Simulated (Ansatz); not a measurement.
The parent structure is MgO in the rock salt structure (space group Fm-3m, No. 225; a = 4.214 Å).

It is then changed as follows: cell and atoms relaxed at a pressure of 0.7 GPa.

Levels (all Ansatz, a quantum-chemistry and plane-wave program, PAW): PBEsol (420 eV, without spin-orbit coupling); HSE06 (420 eV, scalar-relativistic without spin-orbit coupling).

The geometry is relaxed with PBEsol.

| Property | Value |
|---|---|
| PBEsol lowest conduction level above the VBM at special points | Γ 4.66 eV; L 7.77 eV; X 8.96 eV |

Question: How does going to HSE06 change the lowest conduction level above the VBM at special points?

Answer: The lowest conduction level above the VBM at special points changes from Γ 4.66 eV; L 7.77 eV; X 8.96 eV to Γ 6.51 eV; L 9.72 eV; X 10.88 eV.

Single points use the geometry relaxed with PBEsol. The levels and masses belong to the bands next to the band gap. Load acts through the strain it causes; cell and atoms are relaxed under it. Whether these cells are dynamically stable was not tested. The base started in P3_121 and relaxed to Fm-3m at this level.
